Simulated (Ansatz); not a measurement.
## CsCl-type RuAl

Method: r²SCAN in Ansatz (plane waves, PAW).

Run with plane-wave cutoff 600 eV, 16×16×16 k mesh, Fermi–Dirac smearing 0.1 eV, finite displacements, force constants from a 4×4×4 q mesh, no spin polarisation, scalar-relativistic PAW data made under PBE.

Cell: relaxed at this level.

```yaml
zone-centre TO phonon frequency: 323 cm⁻¹
zero_point_energy: 0.044 eV/atom
```

Computing time: very roughly 50 core-minutes.

Ansatz is a quantum-chemistry and plane-wave program.
